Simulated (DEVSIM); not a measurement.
Al0.15Ga0.85As/GaAs n-p heterojunction

Device: Al0.15Ga0.85As/GaAs n-p heterojunction, at 300 K.

| layer (left to right) | material | thickness (μm) | Nd (cm⁻³) | Na (cm⁻³) | τn (s) | τp (s) |
|---|---|---|---|---|---|---|
| 1 | Al0.15Ga0.85As | 1.60 | 2.3e17 | - | 2.1e-8 | 2.1e-8 |
| 2 | GaAs | 0.290 | - | 6.9e15 | 2.1e-8 | 2.1e-8 |

Left contact: ohmic. Right contact: ohmic. Voltage is applied to the left contact. Recombination: SRH at mid-gap, radiative. Mobility is μmin + (μ − μmin)/(1 + (N/Nref)^α).

The device is made up for the run: typed textbook-type constants, with dimensions and the other settings drawn at random. Values at 300 K.

| parameter | Al0.15Ga0.85As | GaAs |
|---|---|---|
| gap (eV) | 1.611 | 1.424 |
| affinity (eV) | 3.9515 | 4.07 |
| permittivity | 12.47 | 12.9 |
| Nc (cm⁻³) | 5.6e17 | 4.7e17 |
| Nv (cm⁻³) | 9e18 | 9e18 |
| μn (cm²/Vs) | 5695 | 8500 |
| μp (cm²/Vs) | 282 | 400 |
| μn,min | 500 | 500 |
| μp,min | 20 | 20 |
| Nref,n | 6e16 | 6e16 |
| Nref,p | 1.5e17 | 1.5e17 |
| αn | 0.39 | 0.39 |
| αp | 0.38 | 0.38 |
| B (cm³/s) | 2e-10 | 2e-10 |

DEVSIM, 1D drift-diffusion, Boltzmann statistics, complete ionisation; no tunnelling, impact ionisation, image-force lowering or self-heating. Band offsets follow the typed affinities; no thermionic-emission limit at abrupt steps, no polarisation charge.

```yaml
potential_step_across_the_device_at_zero_bias: 1.334 V
largest_field_in_the_device_at_zero_bias: 74000 V/cm
Dark forward voltage at 1 A/cm²: 0.864 V
Dark forward voltage at 100 A/cm²: 0.999 V
```

Small-signal capacitance in reverse bias (quasi-static):

| V (V) | C (nF/cm²) |
|---|---|
| 0.1 | 38.7 |
| 0.25 | 38.4 |
| 0.5 | 37.8 |
| 0.75 | 37.1 |
| 1 | 36.4 |
| 1.5 | 35.4 |
| 2 | 34.8 |
| 2.5 | 34.3 |
| 3.25 | 33.5 |
| 4 | 32.9 |
| 5 | 32.0 |

Dark reverse current:

```csv
V (V),J (A/cm²)
0.10,2.5e-11
0.25,4.8e-11
0.50,7.7e-11
0.75,1.0e-10
1.00,1.2e-10
1.50,1.4e-10
2.00,1.6e-10
2.50,1.8e-10
3.25,2.0e-10
4.00,2.1e-10
5.00,2.2e-10
```
